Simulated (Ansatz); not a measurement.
The parent structure is Sn in the diamond structure (space group Fd-3m, No. 227; a = 6.567 Å). Axes: x, y, z lie along the cube axes.

Structures relaxed with r2SCAN (Ansatz, a program for electronic structure, PAW, without spin-orbit coupling).

Base:

Simulated powder pattern, Mo Kα, λ = 0.71073 Å (kinematic, ideal powder, no thermal factors, no anomalous dispersion; the 14 strongest lines at most, above 2 %, up to 2θ = 40°):

| 2θ (°) | I/Imax (%) | hkl |
|---|---|---|
| 10.76 | 100 | (111) |
| 17.61 | 87 | (220) |
| 20.68 | 56 | (311) |
| 25.00 | 16 | (400) |
| 27.29 | 25 | (331) |
| 30.75 | 34 | (422) |
| 32.66 | 19 | (511) |
| 35.65 | 10 | (440) |
| 37.34 | 18 | (531) |

One thing is altered: uniaxial stress, 3 GPa tension along x; all other stress components relax to zero.

### Question
Predict the new powder pattern.

### Answer

Simulated powder pattern, Mo Kα, λ = 0.71073 Å (kinematic, ideal powder, no thermal factors, no anomalous dispersion; the 14 strongest lines at most, above 2 %, up to 2θ = 40°):

| 2θ (°) | I/Imax (%) | hkl |
|---|---|---|
| 10.68 | 100 | (111) |
| 17.26 | 60 | (220) |
| 17.93 | 27 | (022) |
| 19.75 | 21 | (311) |
| 20.91 | 35 | (131) |
| 23.51 | 6.3 | (400) |
| 25.46 | 10.0 | (040) |
| 26.80 | 17 | (331) |
| 27.68 | 7.7 | (133) |
| 29.73 | 12 | (422) |
| 30.92 | 22 | (242) |
| 33.17 | 8.7 | (151) |
| 34.93 | 7.3 | (440) |
| 35.95 | 6.6 | (531) |

The indices refer to the base's conventional cell; one index is shown for lines that coincide. The space group is now I4_1/amd (No. 141).

Load acts through the strain it causes; cell and atoms are relaxed under it. Beyond what the load breaks, stability against distortions was not tested.
